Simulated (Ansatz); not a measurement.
The parent structure is GaSb in the zinc blende structure (space group F-43m, No. 216; a = 6.2135 Å). Axes: x, y, z lie along the cube axes.

Computed with plane-wave PAW DFT at the PBE level (Ansatz, an electronic-structure program, 420 eV), no spin-orbit coupling.

One thing is altered: the cell is scaled by 0.9841 in all directions, atoms relaxed at fixed cell.

**Question.** Predict the stress tensor and what it implies for the stiffness.

**Answer.** Stress of the strained cell less that of the base (GPa, compression positive):
```
    2.4     0.0     0.0
    0.0     2.4     0.0
    0.0     0.0     2.4
```

Then B = −ΔP/(ΔV/V₀) with ΔV/V₀ = -0.0469 gives secant stiffness values (nonlinear terms included at this strain): B ≈ 51 GPa.

As a check, the harmonic strain energy −½ V₀ Δσ:ε is 11 meV/atom; the computed energy rise is 10 meV/atom.

No phonon test of stability was made. All final runs are without spin polarisation.
